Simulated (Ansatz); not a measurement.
# A self-consistent single point of PbSe2O5 (P2_1/c, 32 atoms in the cell) with Ansatz

Method: PBEsol, default PAW files made with PBE (plane waves; Ansatz, an electronic-structure program).

The input file:

Ansatz 0.2 input:
```yaml
# PbSe2O5
crystal:
  lattice:
    - [4.60530000, 0.00000000, 0.00000000]
    - [0.00000000, 9.69306000, 0.00000000]
    - [-4.53704700, 0.00000000, 11.85016300]
  atoms:
    - { symbol: Pb, position_ang: [0.96583535, 9.27577377, 4.09589034] }
    - { symbol: Pb, position_ang: [1.37094115, 4.42924377, 1.82919116] }
    - { symbol: Pb, position_ang: [-0.89758235, 0.41728623, 7.75427266] }
    - { symbol: Pb, position_ang: [-1.30268815, 5.26381623, 10.02097184] }
    - { symbol: Se, position_ang: [-1.23230583, 6.25687023, 4.96995836] }
    - { symbol: Se, position_ang: [3.56908233, 1.41034023, 0.95512314] }
    - { symbol: Se, position_ang: [1.30055883, 3.43618977, 6.88020464] }
    - { symbol: Se, position_ang: [-3.50082933, 8.28271977, 10.89503986] }
    - { symbol: Se, position_ang: [1.39486258, 7.27270292, 7.26177989] }
    - { symbol: Se, position_ang: [-3.59513308, 2.42617292, 10.51346461] }
    - { symbol: Se, position_ang: [-1.32660958, 2.42035708, 4.58838311] }
    - { symbol: Se, position_ang: [3.66338608, 7.26688708, 1.33669839] }
    - { symbol: O, position_ang: [3.04207142, 5.26333158, 3.64511014] }
    - { symbol: O, position_ang: [-0.70529492, 0.41680158, 2.27997136] }
    - { symbol: O, position_ang: [-2.97381842, 4.42972842, 8.20505286] }
    - { symbol: O, position_ang: [0.77354792, 9.27625842, 9.57019164] }
    - { symbol: O, position_ang: [-1.09420286, 7.82229942, 4.32056943] }
    - { symbol: O, position_ang: [3.43097936, 2.97576942, 1.60451207] }
    - { symbol: O, position_ang: [1.16245586, 1.87076058, 7.52959357] }
    - { symbol: O, position_ang: [-3.36272636, 6.71729058, 10.24565093] }
    - { symbol: O, position_ang: [1.62135105, 6.36834042, 5.64660267] }
    - { symbol: O, position_ang: [0.71542545, 1.52181042, 0.27847883] }
    - { symbol: O, position_ang: [-1.55309805, 3.32471958, 6.20356033] }
    - { symbol: O, position_ang: [-0.64717245, 8.17124958, 11.57168417] }
    - { symbol: O, position_ang: [-1.60867889, 7.44427008, 7.74763657] }
    - { symbol: O, position_ang: [-0.59159161, 2.59774008, 10.02760793] }
    - { symbol: O, position_ang: [1.67693189, 2.24878992, 4.10252643] }
    - { symbol: O, position_ang: [0.65984461, 7.09531992, 1.82255507] }
    - { symbol: O, position_ang: [1.01440195, 8.82068460, 6.61120594] }
    - { symbol: O, position_ang: [-3.21467245, 3.97415460, 11.16403856] }
    - { symbol: O, position_ang: [-0.94614895, 0.87237540, 5.23895706] }
    - { symbol: O, position_ang: [3.28292545, 5.71890540, 0.68612444] }
kpoints:
  mp_grid: { grid: [3, 2, 2] }
hamiltonian:
  xc: pbesol
  pseudopotentials: { kind: paw }
scf:
  occupations: { method: fermi_dirac, width: 0.05 }
output:
  forces: true
  eigenvalues: true
  stress: true
```

Output (repeated stretches shortened):

```
WARN basis.ecutwfc = 420 eV, the default
WARN ansatz: RAYON_NUM_THREADS=1 ignored (pool sized by the plan → 1); use --threads N
Pseudopotentials: kind: paw
Pseudopotential: Pb, paw, valence charge 14
Pseudopotential: Se, paw, valence charge 16
Pseudopotential: O, paw, valence charge 6
Crystal: 32 atoms, lattice volume = 528.985 Å³
Basis set: ecut = 420 eV, 10351 PW (Γ), exchange–correlation on 64×144×180 points (8 copies of the dense FFT grid, shifted against one another)
Bands: 184, of which v1, the nominal top of the filled ones, is band 152 counted from 1 (151 counted from 0)
Symmetry: 4 space group operations
Space group: P21/c (ITA 14), of the structure as read, at distance tolerance 8.1e-5 Å
k-points: 8 of 12
PAW frozen core: Pb, regenerated for the run's functional, and the local potential with it
PAW frozen core: Se, regenerated for the run's functional, and the local potential with it
PAW frozen core: O, regenerated for the run's functional, and the local potential with it
Initial density: superposition of atomic densities (neutral atoms: chi_scale 0, normalization atom), corrected by the library's trained network
Initial wavefunctions: pseudopotential atomic-orbital guess
Eigensolver: davidson
Functional: x = pbesol(κ = 0.804, μ = 0.12345679012345678), c = pbesol(β = 0.046)
SCF iter   1: F=—  HF=-101609.888057 eV  |F-HF|=—  |Δ(HF+E_count)|=         —  Δρ=1.21e-2  dr2=6.50e-1  ethr=1.77e-3  ⟨swp⟩=5.8  Hψ=5892  notcnv=0  defer=22
all-band conjugate gradients solve this SCF's bands
preconditioner: auto → Resta (q_TF=auto, 2.488 Å⁻¹)
SCF iter   2: F=—  HF=-101609.738958 eV  |F-HF|=—  |Δ(HF+E_count)|=   1.49e-1  Δρ=3.07e-3  dr2=3.80e-2  ethr=2.14e-4  ⟨swp⟩=2.0  Hψ=2570  notcnv=0  defer=213
SCF iter   3: F=—  HF=-101609.732524 eV  |F-HF|=—  |Δ(HF+E_count)|=   6.43e-3  Δρ=1.07e-3  dr2=5.98e-3  ethr=1.25e-5  ⟨swp⟩=2.0  Hψ=2122  notcnv=0  defer=213
SCF iter   4: F=—  HF=-101609.733309 eV  |F-HF|=—  |Δ(HF+E_count)|=   7.84e-4  Δρ=4.69e-4  dr2=1.24e-3  ethr=1.97e-6  ⟨swp⟩=2.0  Hψ=1707  notcnv=0  defer=213
SCF iter   5: F=—  HF=-101609.733369 eV  |F-HF|=—  |Δ(HF+E_count)|=   6.04e-5  Δρ=2.02e-4  dr2=1.91e-4  ethr=4.09e-7  ⟨swp⟩=2.0  Hψ=2059  notcnv=0  defer=213
SCF iter   6: F=—  HF=-101609.733398 eV  |F-HF|=—  |Δ(HF+E_count)|=   2.89e-5  Δρ=7.57e-5  dr2=2.12e-5  ethr=6.29e-8  ⟨swp⟩=2.0  Hψ=2019  notcnv=0  defer=213
SCF iter   7: F=—  HF=-101609.733724 eV  |F-HF|=—  |Δ(HF+E_count)|=   3.26e-4  Δρ=2.17e-5  dr2=2.28e-6  ethr=6.98e-9  ⟨swp⟩=2.0  Hψ=1867  notcnv=0  defer=213
SCF iter   8: F=—  HF=-101609.733726 eV  |F-HF|=—  |Δ(HF+E_count)|=   2.04e-6  Δρ=1.61e-5  dr2=1.23e-6  ethr=7.50e-10  ⟨swp⟩=2.0  Hψ=2155  notcnv=0  defer=213
SCF iter   9: F=-101609.733726 eV  HF=-101609.733726 eV  |F-HF|=4.65e-8  |Δ(HF+E_count)|=   1.28e-7  Δρ=2.66e-6  dr2=3.79e-8  ethr=3.29e-11  ⟨swp⟩=8.6  Hψ=7754  notcnv=0
SCF 1 converged in 9 iterations: F = -101609.733726 eV  dr2 = 3.79e-8
SCF converged after 9 iterations
Free energy (F): -101609.733726 eV
Harris-Foulkes:  -101609.733726 eV  (|F-HF|=4.65e-8)
Internal energy: -101609.733726 eV  (E = F + TS)
E sigma→0 (E₀):  -101609.733726 eV
Fermi energy:    7.072582 eV
--- Per-component energies (eV) ---
  E_band       = -4160.495099
  E_kinetic    = 5532.108314
  E_local      = -35132.749421  (includes V_loc(G=0)·N_el)
  E_nonlocal   = -2306.294431
  E_hartree    = 15624.828941
  E_xc         = -3137.352626
  E_vxc        = -3154.695854  (∫ρ·V_xc dr)
  E_paw        = -59028.882533  (= ΣΔE_a)
  E_vpaw       = -348.566803  (= ΣTr[D̂ρ^β])
  E_aug_tail   = 0.043652  (compensation charges beyond the density's cutoff)
  E_ewald      = -23170.457451
  E_core_change = 9.021828  (= ΣΔE_core)
  E_smearing   = -0.000000  (= −TS)
  E_closure    = -0.000000  (closes the sum)
  Σ components = -101609.733726   (vs F -101609.733726, Δ=0.00e0)
--- Forces (eV/Å), atoms counted from 1 ---
  atom   1  Pb    -0.32797256     0.11412798     0.26559683
  atom   2  Pb     0.32797256     0.11412798    -0.26559683
  atom   3  Pb     0.32797256    -0.11412798    -0.26559683
  atom   4  Pb    -0.32797256    -0.11412798     0.26559683
  atom   5  Se    -0.16663655     0.14377437    -0.49276121
  atom   6  Se     0.16663655     0.14377437     0.49276121
   [... 21 lines left out ...]
  atom  28  O     -0.16909327    -0.11220035    -0.08837811
  atom  29  O     -0.03637516    -0.04997786    -0.05062696
  atom  30  O      0.03637516    -0.04997786     0.05062696
  atom  31  O      0.03637516     0.04997786     0.05062696
  atom  32  O     -0.03637516     0.04997786    -0.05062696
  max |Σ_I F_I| component: 4.86e-17 eV/Å
--- Stress (GPa, compression-positive) ---
       -3.619239       0.000000      -0.197229
        0.000000      -4.154770       0.000000
       -0.197229       0.000000      -3.136472
  P = ⅓ Tr σ = -3.6368 GPa (-36.368 kbar)
  The stress holds the Pulay correction. Without it, at fixed plane waves, as pw.x and ABINIT print it: P = -4.1364 GPa
--- Band table (eV; the first three rows and the last of 8) ---
  k-point 0: bands = ["-43.6459", "-43.6459", "-43.6459", "-43.6459", "-43.6330", "-43.6330", "-43.6330", "-43.6330", "-43.5966", "-43.5966", "-43.5966", "-43.5966", "-43.5827", "-43.5827", "-43.5826", "-43.5826", "-43.5179", "-43.5179", "-43.5179", [...]
  k-point 1: bands = ["-43.6459", "-43.6459", "-43.6459", "-43.6459", "-43.6330", "-43.6330", "-43.6330", "-43.6330", "-43.5966", "-43.5966", "-43.5966", "-43.5966", "-43.5827", "-43.5827", "-43.5826", "-43.5826", "-43.5179", "-43.5179", "-43.5179", [...]
  k-point 2: bands = ["-43.6459", "-43.6459", "-43.6459", "-43.6459", "-43.6330", "-43.6330", "-43.6330", "-43.6330", "-43.5966", "-43.5966", "-43.5966", "-43.5966", "-43.5827", "-43.5827", "-43.5826", "-43.5826", "-43.5179", "-43.5179", "-43.5179", [...]
  k-point 7: bands = ["-43.6459", "-43.6459", "-43.6459", "-43.6459", "-43.6330", "-43.6330", "-43.6330", "-43.6330", "-43.5966", "-43.5966", "-43.5966", "-43.5966", "-43.5827", "-43.5827", "-43.5826", "-43.5826", "-43.5179", "-43.5179", "-43.5179", [...]
```

The run converged in 9 iterations.

The starting cell comes from a database of published, mostly measured structures (it also holds non-ambient and calculated ones), without a prior relaxation at this level. Its lattice was rescaled by a random factor within 2.5 % of one. Spin-orbit coupling is off. With a pressure of about -4 GPa the cell is away from its equilibrium volume at this level. Ansatz's pressure includes its estimate of the finite-basis (Pulay) stress.

Cost on one core of a shared machine: roughly 40 s.
